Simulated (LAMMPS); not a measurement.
System: a melt made from ZnSe (zinc blende), 4096 atoms, at 1260 K and 0 GPa, brought to that temperature within a few picoseconds.

Level of theory: classical MD, pair style sw, file CdTeZnSeHgS0.sw, run in LAMMPS.

* **state found**: slow or partial motion within 60 ps, no clear phase
* **density**: 4.808 ± 0.005 g/cm³
* **volume per atom**: 24.93 ± 0.03 Å³
* **enthalpy per atom**: -2.015 ± 0.007 eV
* **first peak of g(r), Se-Zn**: 2.51 Å, height 6.7
* **coordination number of Se by Zn**: 3.89 (counted to 3.34 Å)
* **coordination number of Zn by Se**: 3.89 (counted to 3.34 Å)
* **most common Se-Zn-Se angle**: in the 3° bin centred on 109.5° (mean of all 108°)
* **mean frequency of the velocity spectrum**: 5.4 THz
* **cost**: around 10 core-minutes (rough)

Potential: file CdTeZnSeHgS0.sw of the LAMMPS distribution; its header cites Zhou, Ward, Martin, van Swol, Cruz-Campa, and D. Zubia, Phys. Rev. B, 88, 085309 (2013).

Caution: enthalpy drifts during the constant-pressure average: a transition or slow ageing; fluctuation values are void.

States go by the mean squared displacement: a species diffuses where it passes 1.5 Å², still rises and gives D over 1e-6 cm²/s; a crystal has left its structure where atoms lie 0.35 Å off their sites on average or a cubic box changes its shape by 3 %.

Errors shown are sampling errors alone.

| r (Å) | g(r), Se-Zn |
|---|---|
| 2.060 | 0.000 |
| 2.100 | 0.001 |
| 2.140 | 0.013 |
| 2.180 | 0.043 |
| 2.220 | 0.170 |
| 2.260 | 0.501 |
| 2.300 | 1.12 |
| 2.340 | 2.21 |
| 2.380 | 3.54 |
| 2.420 | 5.12 |
| 2.460 | 6.10 |
| 2.500 | 6.71 |
| 2.540 | 6.58 |
| 2.580 | 5.92 |
| 2.620 | 5.01 |
| 2.660 | 3.97 |
| 2.700 | 3.00 |
| 2.740 | 2.15 |
| 2.780 | 1.52 |
| 2.820 | 1.05 |
| 2.860 | 0.734 |
| 2.900 | 0.535 |
| 2.940 | 0.390 |
| 2.980 | 0.307 |
| 3.020 | 0.241 |
| 3.060 | 0.207 |
| 3.100 | 0.171 |
| 3.140 | 0.175 |
| 3.180 | 0.163 |
| 3.220 | 0.152 |
| 3.260 | 0.146 |
| 3.300 | 0.148 |
| 3.340 | 0.138 |
| 3.380 | 0.147 |
| 3.420 | 0.168 |
| 3.460 | 0.161 |
| 3.500 | 0.209 |
| 3.540 | 0.220 |
| 3.580 | 0.250 |
| 3.620 | 0.282 |
| 3.660 | 0.312 |
| 3.700 | 0.351 |
| 3.740 | 0.379 |
| 3.780 | 0.431 |
| 3.820 | 0.480 |
| 3.860 | 0.516 |
| 3.900 | 0.557 |
| 3.940 | 0.630 |
| 3.980 | 0.655 |
| 4.020 | 0.707 |
| 4.060 | 0.732 |
| 4.100 | 0.811 |
| 4.140 | 0.830 |
| 4.180 | 0.883 |
| 4.220 | 0.919 |
| 4.260 | 0.949 |
| 4.300 | 0.977 |
| 4.340 | 1.03 |
| 4.380 | 1.05 |
| 4.420 | 1.11 |
| 4.460 | 1.14 |
| 4.500 | 1.14 |
| 4.540 | 1.15 |
| 4.580 | 1.19 |
| 4.620 | 1.18 |
| 4.660 | 1.22 |
| 4.700 | 1.23 |
| 4.740 | 1.25 |
| 4.780 | 1.22 |
| 4.820 | 1.21 |
| 4.860 | 1.21 |
| 4.900 | 1.19 |
| 4.940 | 1.17 |
| 4.980 | 1.13 |
| 5.020 | 1.12 |
| 5.060 | 1.11 |
| 5.100 | 1.07 |
| 5.140 | 1.04 |
| 5.180 | 1.01 |
| 5.220 | 1.01 |
| 5.260 | 0.980 |
| 5.300 | 0.962 |
| 5.340 | 0.950 |
| 5.380 | 0.930 |
| 5.420 | 0.928 |
| 5.460 | 0.954 |
| 5.500 | 0.945 |
| 5.540 | 0.947 |
| 5.580 | 0.955 |
| 5.620 | 0.987 |
| 5.660 | 1.02 |
| 5.700 | 1.08 |
| 5.740 | 1.08 |
| 5.780 | 1.14 |
| 5.820 | 1.17 |
| 5.860 | 1.24 |
| 5.900 | 1.26 |
| 5.940 | 1.29 |
| 5.980 | 1.35 |
| 6.020 | 1.36 |
| 6.060 | 1.36 |
| 6.100 | 1.38 |
